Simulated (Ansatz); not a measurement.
Consider this model of amorphous silicon oxynitride (Si30N40O).

```
N40OSi30
1.0
    9.29374     0.00000     0.00000
    0.00000     9.29374     0.00000
    0.00000     0.00000     9.29374
Si N O
30 40 1
Direct
  0.86655   0.16556   0.40808
  0.32968   0.96249   0.66790
  0.21523   0.36907   0.81982
  0.05829   0.91816   0.46852
  0.53090   0.60939   0.04945
  0.84603   0.69749   0.52162
  0.45048   0.14879   0.89822
  0.01329   0.65908   0.28190
  0.73310   0.81438   0.23634
  0.56798   0.84797   0.52016
  0.36338   0.37163   0.14743
  0.23795   0.94905   0.98012
  0.70316   0.30331   0.11176
  0.96509   0.83115   0.00939
  0.45111   0.87105   0.24371
  0.71770   0.02093   0.98558
  0.58314   0.17239   0.61348
  0.11403   0.17149   0.61053
  0.53523   0.41507   0.87220
  0.85825   0.03752   0.67831
  0.33403   0.34746   0.48185
  0.28630   0.69907   0.48446
  0.00751   0.54395   0.79827
  0.06486   0.46853   0.49200
  0.80264   0.79100   0.75317
  0.98364   0.18902   0.94796
  0.09116   0.30713   0.27370
  0.57442   0.20083   0.32323
  0.24557   0.71089   0.10144
  0.32473   0.67089   0.79973
  0.55381   0.01505   0.30613
  0.83935   0.69745   0.33654
  0.81032   0.89149   0.09049
  0.65456   0.46254   0.01281
  0.27350   0.30171   0.29875
  0.75531   0.25223   0.28928
  0.03543   0.36653   0.87688
  0.05774   0.99193   0.98097
  0.54251   0.04475   0.00669
  0.57599   0.75051   0.15457
  0.50534   0.27749   0.48016
  0.25786   0.51664   0.49615
  0.35781   0.56077   0.13149
  0.25145   0.28666   0.65055
  0.12040   0.75109   0.40988
  0.03087   0.48145   0.30826
  0.76325   0.95645   0.81479
  0.35677   0.32138   0.95249
  0.91331   0.69680   0.86763
  0.29066   0.89100   0.16237
  0.52457   0.29364   0.17672
  0.66663   0.92299   0.37420
  0.99377   0.13652   0.74387
  0.43353   0.77523   0.40714
  0.19472   0.01548   0.55132
  0.94737   0.55579   0.60801
  0.32074   0.77654   0.65296
  0.50580   0.99957   0.61789
  0.30922   0.04710   0.83609
  0.92061   0.86351   0.60192
  0.05912   0.70545   0.11414
  0.19465   0.54725   0.78817
  0.48575   0.59331   0.85680
  0.68459   0.72511   0.61590
  0.55127   0.25868   0.77523
  0.80070   0.19015   0.99468
  0.96768   0.02651   0.36098
  0.26883   0.77510   0.93257
  0.75940   0.14472   0.56287
  0.02910   0.27541   0.46664
  0.05788   0.24297   0.11746
```

Methods: PBE, scalar-relativistic without spin-orbit coupling (Ansatz, a quantum-chemistry and plane-wave program); r2SCAN, scalar-relativistic without spin-orbit coupling (Ansatz); HSE06, scalar-relativistic without spin-orbit coupling (Ansatz). Neutral PBE cell, which sets geometry, pressure and energy: sampling: a 2×2×2 Γ-centred mesh; Fermi-Dirac width 0.02 eV; no spin polarisation. The usual formal charges leave 2 holes over, so the level spacing at the Fermi energy parts defect or band states and needn't be the band gap. Exact exchange is cut at the faces of this 9 Å cell, which leaves hybrid gaps a finite-size error.

Preparation: random packing, a CHGNet melt and quench, and a DFT relaxation. O and N atoms were pushed apart under 1.9 Å during the dynamics, to hinder bonds among them. The hot cell started wider than the set density and was brought back towards it in steps. It is the lowest in DFT energy of 2 quenches. It is a model cell: composition and starting density were chosen by hand, and all elements were melted together. No dispersion term was used. Its density started from a set value of 2.94 and ended at 2.94 g/cm³. Cooling (nominally 380 K/ps over its main leg) ran many orders faster than in experiment, which tends to leave more defects and strain. Values belong to this one cell and scatter from quench to quench. The volume was held where the preparation left it.

Q: Give the pressure and the spacing of the highest filled and lowest empty levels.

A: 
- Pressure on a 2×2×2 Γ-centred mesh: 2.76 GPa
- Largest force and stress component on that mesh (the relaxation ran on the zone centre alone): 0.10 eV/Å and 4.8 GPa
- Level spacing at the Fermi energy on a 2×2×2 Γ-centred mesh (PBE): 2.47 eV
- Level spacing at the Fermi energy at the zone centre (PBE): 2.51 eV
- Level spacing at the Fermi energy at the zone centre (r2SCAN): 2.95 eV
- Level spacing at the Fermi energy at the zone centre (HSE06): 3.86 eV
- Distance between the nearest levels spread over more than a fifth of the atoms or a third of the atoms of their main element (six at least) (PBE, zone centre): 3.08 eV

Q: At PBE and the zone centre, how localised are the states just below and above the Fermi level (participation number: the atoms over which a state spreads)?

A: The highest filled state is spread over 9.8 atoms' worth, largest on N39, with weights by element (charge in smoothed Voronoi cells) N 0.87, Si 0.13, O 0.00. The lowest empty state is spread over 38.6 atoms' worth, largest on Si23, with weights by element (charge in smoothed Voronoi cells) Si 0.50, N 0.47, O 0.03.

At PBE the levels at the filled edge of the gap are localised (band-tail or defect states), and the nearest spread-out levels lie 3.1 eV apart at the zone centre.

Bonds are counted up to Si-Si 2.60 Å, Si-N 2.14 Å, Si-O 2.12 Å, N-N 1.70 Å, N-O 1.64 Å, O-O 1.58 Å. Two cations that share two anions don't count as bonded, nor two that share one unless they lie closer than Si-Si 2.38 Å.

Added carriers, by PBE, scalar-relativistic without spin-orbit coupling (Ansatz) on the zone centre alone. Charged cells keep the cell fixed and stand in a uniform background, with no image correction, at a width of 0.01 eV; where the count is odd the moment is locked at 1 μB, unless the neutral cell bore moments. Each starts from the undistorted neutral geometry alone. PBE's self-interaction favours spread-out carriers, so it can miss traps that a hybrid finds.

Q: What happens at PBE when the cell takes an extra electron and the atoms relax?

A: Relaxation lowers the charged cell by 0.19 eV. The largest moves are N37 0.24 Å, Si3 0.20 Å, Si26 0.10 Å, N62 0.09 Å. The level that holds the added charge spreads over 11.5 atoms' worth, most on Si3 (weight 0.19): a partly localised carrier. No bond crosses its cut-off with a change of over 0.15 Å. Made neutral again at that geometry, the cell lies +0.87 eV from the neutral start.

Q: What happens at PBE when the cell takes a hole and the atoms relax?

A: Relaxation lowers the charged cell by 0.13 eV. The largest moves are N31 0.06 Å, N67 0.05 Å, Si4 0.05 Å, N59 0.05 Å. The level that was emptied spreads over 9.7 atoms' worth, most on N67 (weight 0.19): a partly localised carrier. No bond crosses its cut-off with a change of over 0.15 Å. Made neutral again at that geometry, the cell lies +0.18 eV from the neutral start.

A PBE run started with 1 μB on atoms that lack a bond or may hold spare charge lost its moments; other starts weren't tried.
